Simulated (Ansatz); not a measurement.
The parent structure is Rh in the fcc (Cu type) structure (space group Fm-3m, No. 225; a = 3.7800 Å).

Level of theory: PBEsol (Ansatz, an electronic-structure program; PAW; 420 eV plane waves; no spin-orbit coupling).

Before the change:

The density is 12.66 g/cm³ and the shortest interatomic distance is 2.673 Å.

Modification: full substitution Rh → Ag, then cell and atoms are relaxed.

Tabulated Pauling electronegativity and covalent radius: Rh 2.28, 1.42 Å; Ag 1.93, 1.45 Å.

Q: How does this affect the density and shortest interatomic distance?

A: The density falls by 1.905 g/cm³, from 12.66 g/cm³ to 10.75 g/cm³; the shortest interatomic distance rises by 0.194 Å, from 2.673 Å to 2.867 Å.

Stability against distortions was not tested. All final runs are without spin polarisation.
